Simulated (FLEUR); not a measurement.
Band structure of Mg2Ge (Fm-3m, 3 atoms in the cell).

```
Mg2Ge
1.0
    0.00000     3.19500     3.19500
    3.19500     0.00000     3.19500
    3.19500     3.19500     0.00000
Mg Ge
2 1
Cartesian
  1.59750   1.59750   1.59750
  4.79250   4.79250   4.79250
  0.00000   0.00000   0.00000
```

Method of the run: PBE, all-electron FLAPW (FLEUR), scalar-relativistic valence.

Settings: Kmax = 4.3 1/bohr; GmaxXC = 17.2 1/bohr; xcFunctional = pbe; jspins = 1; l_soc = F; mode = hist; fermiSmearingEnergy = 0.00073499 Htr; mesh (inpgen div1-3) = 7 7 7; inpgen gamma flag = false; Gmax = 17.2 1/bohr; numbands = 0; maxIterBroyd = 15; imix = Anderson; alpha = 0.05.

The starting cell has typed, rounded lattice constants, without a prior relaxation at this level. Values depend on the basis (sphere radii, cutoffs, local orbitals), which need not be converged.

Levels in eV from the Fermi level, bands 14 to 21:
```tsv
point	14	15	16	17	18	19	20	21
Γ	-9.88	-0.14	-0.14	-0.14	0.89	2.72	2.72	2.72
X	-8.19	-4.67	-2.15	-2.15	0.02	0.43	7.74	7.74
W	-8.16	-3.81	-3.81	-2.83	2.65	3.60	3.67	3.67
K	-8.21	-4.23	-3.64	-1.82	0.59	3.00	5.90	5.97
L	-8.64	-4.98	-0.88	-0.88	0.88	2.65	2.65	4.68
U	-8.21	-4.23	-3.64	-1.82	0.59	3.00	5.90	5.97
```
